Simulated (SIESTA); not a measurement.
A self-consistent single point of BaTe₂F₁₀ (C2/c, 26 atoms in the cell) with SIESTA.

Method: LDA PW92, numerical atomic orbitals DZP, PseudoDojo LDA standard norm-conserving potentials (rewritten from UPF to PSML) run with SIESTA.

Input:

```
# files in the folder: Ba.psml Te.psml F.psml (PseudoDojo LDA standard)
SystemName  BaTe2F10
SystemLabel bate2f10

NumberOfAtoms                26
NumberOfSpecies              3
%block ChemicalSpeciesLabel
  1 56 Ba
  2 52 Te
  3 9 F
%endblock ChemicalSpeciesLabel
LatticeConstant              1.0 Ang
%block LatticeVectors
     8.345594000   -2.346207000    0.000000000
     8.345594000    2.346207000    0.000000000
    -3.672792000    0.000000000    9.186494000
%endblock LatticeVectors
AtomicCoordinatesFormat      Bohr
%block AtomicCoordinatesAndAtomicSpecies
    10.565458763    4.093358720   13.019968279  1
    14.035744259   -4.093358720    4.339989426  1
    16.883385153   -0.484868192    9.824520864  2
     7.717817869    0.484868192    7.535436841  2
     4.247532373   -0.484868192   16.215415694  2
    20.353670649    0.484868192    1.144542012  2
    16.971576613   -2.260117132   12.909558948  3
     7.629626409    2.260117132    4.450398757  3
     4.159340913   -2.260117132   13.130377610  3
    20.441862109    2.260117132    4.229580095  3
    14.639890352    1.847074696   11.383271467  3
     9.961312670   -1.847074696    5.976686239  3
     6.491027173    1.847074696   14.656665092  3
    18.110175849   -1.847074696    2.703292614  3
    12.010056788   -0.530801207   15.194302982  3
    12.591146234    0.530801207    2.165654724  3
     9.120860738   -0.530801207   10.845633577  3
    15.480342284    0.530801207    6.514324129  3
    -1.388637861   -0.870155737   16.718680868  3
    25.989840883    0.870155737    0.641276838  3
    22.519555386   -0.870155737    9.321255690  3
     2.081647635    0.870155737    8.038702015  3
    17.326856809    2.279448015    0.933271326  3
     7.274346212   -2.279448015   16.426686379  3
    10.744631709    2.279448015    7.746707527  3
    13.856571313   -2.279448015    9.613250179  3
%endblock AtomicCoordinatesAndAtomicSpecies

XC.functional                LDA
XC.authors                   PW92
PAO.BasisSize                DZP
PAO.EnergyShift              0.005 Ry
MeshCutoff                   300 Ry
%block kgrid.MonkhorstPack
    4   0   0  0.0
    0   4   0  0.0
    0   0   2  0.0
%endblock kgrid.MonkhorstPack
OccupationFunction           FD
ElectronicTemperature        50.0 meV

MaxSCFIterations             150
SCF.Mixer.Method             Pulay
SCF.Mixer.Weight             0.25
SCF.Mixer.History            8
SCF.DM.Tolerance             1.0E-05
Diag.ParallelOverK           true
WriteForces                  true
Charge.Mulliken              end
```

Log, with long lists cut:

```
        iscf     Eharris(eV)        E_KS(eV)     FreeEng(eV)     dDmax    Ef(eV) dHmax(eV)
   scf:    1   -26188.705668   -26268.155215   -26268.155215  1.736567 -2.360424  9.760743
   scf:    2   -26293.188152   -26282.531966   -26282.531966  0.152435 -4.427095  4.975578
   scf:    3   -26286.962492   -26285.604991   -26285.604991  0.121393 -6.152723  1.054135
   scf:    4   -26285.825638   -26285.757181   -26285.757181  0.071953 -4.170388  0.369104
   scf:    5   -26285.783651   -26285.776715   -26285.776715  0.007528 -4.291794  0.141152
   scf:    6   -26285.768741   -26285.774491   -26285.774491  0.007088 -4.402190  0.185371
   scf:    7   -26285.784879   -26285.781352   -26285.781352  0.004280 -4.359703  0.026764
   scf:    8   -26285.781577   -26285.781492   -26285.781492  0.000446 -4.350931  0.006862
   scf:    9   -26285.781500   -26285.781501   -26285.781501  0.000278 -4.346325  0.003622
   scf:   10   -26285.781504   -26285.781503   -26285.781503  0.000060 -4.346903  0.000390
   scf:   11   -26285.781503   -26285.781503   -26285.781503  0.000014 -4.347024  0.000064
   scf:   12   -26285.781503   -26285.781503   -26285.781503  0.000003 -4.346999  0.000034
SCF Convergence by DM+H criterion
max |DM_out - DM_in|         :     0.0000026143
max |H_out - H_in|      (eV) :     0.0000343938
SCF cycle converged after 12 iterations

Using DM_out to compute the final energy and forces

siesta: E_KS(eV) =           -26285.7815

siesta: E_KS - E_eggbox =    -26285.7815

siesta: Atomic forces (eV/Ang):
     1    0.000000   -0.040016   -0.000000
     2   -0.000000    0.040016    0.000000
     3    4.621479    2.590957   -0.629856
   [... 23 lines left out ...]
   Tot   -0.000000   -0.000000   -0.000000
   Max    4.621479
   Res    1.790258    sqrt( Sum f_i^2 / 3N )
   Max    4.621479    constrained

Stress tensor Voigt[x,y,z,yz,xz,xy] (kbar):     -116.33     -137.50     -148.71       -0.00        5.14       -0.00
(Free)E + p*V (eV/cell)   -26255.6524
Target enthalpy (eV/cell)   -26285.7815

   [... lines left out ...]
siesta: FreeEng =    -26285.781503
siesta: Cell volume =        359.752127 Ang**3
siesta:         134.18167155        115.67512880  kBar
   [... lines left out ...]

Mulliken Atomic Populations:
Atom #   charge [q] valence [e]  Species
     1     1.344544    8.655456  Ba
     2     1.344544    8.655456  Ba
     3     1.370405   14.629595  Te
     4     1.370405   14.629595  Te
     5     1.370405   14.629595  Te
     6     1.370405   14.629595  Te
     7    -0.349526    7.349526  F
     8    -0.349526    7.349526  F
     9    -0.349526    7.349526  F
   [... 17 lines left out ...]
 Total    -0.000000
```

The run converged in 12 iterations. For comparison: a first run was changed to give this one (lattice scaled by 0.97), and from it to this one the free energy rises by 57.2 meV/atom, the pressure goes from 1.39 to 13.42 GPa, the largest force goes from 2.204 to 5.336 eV/Å and the gap on the mesh goes from 4.933 to 5.282 eV.

The starting cell comes from a database of computed structures (which also holds hypothetical and non-ambient phases and stackings), without a prior relaxation at this level. For this run, on top of that: lattice scaled by 0.97. Spin-orbit coupling is off. Values carry the incompleteness of an atom-centred basis. The basis of the alkali or alkaline-earth atoms may lack their empty d shell, which can raise the gap. Forces in this geometry exceed 1 eV/Å.

Cost on one core of a shared machine: roughly 6 min.
